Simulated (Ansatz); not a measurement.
ScTlO2, pressure series

Consider ScTlO₂ (space group R-3m, No. 166; a = 3.2165 Å, c = 19.1245 Å (hexagonal axes); a model cell, its experimental status unchecked).

Cell and atoms are relaxed at each pressure.

The values are results of Ansatz (a program for electronic structure) PBEsol, without spin-orbit coupling, not measurements.

Base values:

```
Quantity    Value
--------  -------
Band gap  0.81 eV
```

Task: The aim is a band gap between 0.46 eV and 0.53 eV. Which of these changes reaches it?
(A) pressure 9 GPa
(B) pressure 30 GPa
(C) pressure −2 GPa

Result: B, pressure 30 GPa. It gives 0.49 eV; pressure −2 GPa gives 0.78 eV; pressure 9 GPa gives 0.76 eV. Changes not listed may reach it too

With Tl present, leaving out spin-orbit coupling can change the band edges. Load acts through the strain it causes; cell and atoms are relaxed under it. Whether these cells are dynamically stable was not tested. No other phases were tried under pressure. The final runs are not spin-polarised.
